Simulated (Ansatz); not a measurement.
Start from Mg2Ge in the anti-fluorite structure (space group Fm-3m, No. 225).

```yaml
crystal:
  lattice:
    - [0.00000, 3.18222, 3.18222]
    - [3.18222, 0.00000, 3.18222]
    - [3.18222, 3.18222, 0.00000]
  atoms:
    - { symbol: Mg, position: [0.25000, 0.25000, 0.25000] }
    - { symbol: Mg, position: [0.75000, 0.75000, 0.75000] }
    - { symbol: Ge, position: [0.00000, 0.00000, 0.00000] }
```

Cartesian axes are those of the cell as printed.

Method: PBEsol (Ansatz, a first-principles code, PAW, scalar-relativistic without spin-orbit coupling).

Strains are applied to the cell and any free atomic positions relax; under biaxial strain the out-of-plane vector relaxes too.

One change was made to it. Results:

```csv
quantity,base,after
shortest interatomic distance,2.756 Å,2.749 Å
energy relative to the base (free energy F),0 meV/atom,+0.4 meV/atom
```

Task: What was done to the base?
(A) biaxial strain −1.50 %, plane normal [001], relaxed out of plane
(B) biaxial strain +2.00 %, plane normal [001], relaxed out of plane
(C) biaxial strain −1.00 %, plane normal [001], relaxed out of plane
(D) biaxial strain −0.50 %, plane normal [001], relaxed out of plane

Result: D, biaxial strain −0.50 %, plane normal [001], relaxed out of plane. For comparison, the energy relative to the base in the other runs: biaxial strain −1.00 %, plane normal [001], relaxed out of plane gives +1.7 meV/atom; biaxial strain −1.50 %, plane normal [001], relaxed out of plane gives +3.9 meV/atom; biaxial strain +2.00 %, plane normal [001], relaxed out of plane gives +6.5 meV/atom.

No phonon test of stability was made. All final runs are without spin polarisation.
